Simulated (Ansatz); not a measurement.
Consider SiC in the wurtzite structure (space group P6_3mc, No. 186).

```xyz
4
Lattice="3.0920 0.0000 0.0000 -1.5460 2.6777 0.0000 0.0000 0.0000 5.0743" Properties=species:S:1:pos:R:3 pbc="T T T"
Si     0.0000     1.7851     5.0721
Si     1.5460     0.8926     2.5350
C      0.0000     1.7851     1.9050
C      1.5460     0.8926     4.4421
```

The values are results of Kohn–Sham DFT with the PBE functional, run in Ansatz (a quantum-chemistry and plane-wave program) with PAW and 420 eV plane waves, spin-orbit coupling left out, not measurements.

Base values:

| Quantity | Value |
|---|---|
| Volume per atom | 10.50 Å³ |

The change: cell and atoms relaxed at a pressure of 2.1 GPa.

Task: What happens to the volume per atom?

Result: The volume per atom shrinks by 0.10 Å³, from 10.50 Å³ to 10.40 Å³.

Load acts through the strain it causes; cell and atoms are relaxed under it. Stability against distortions was not tested.
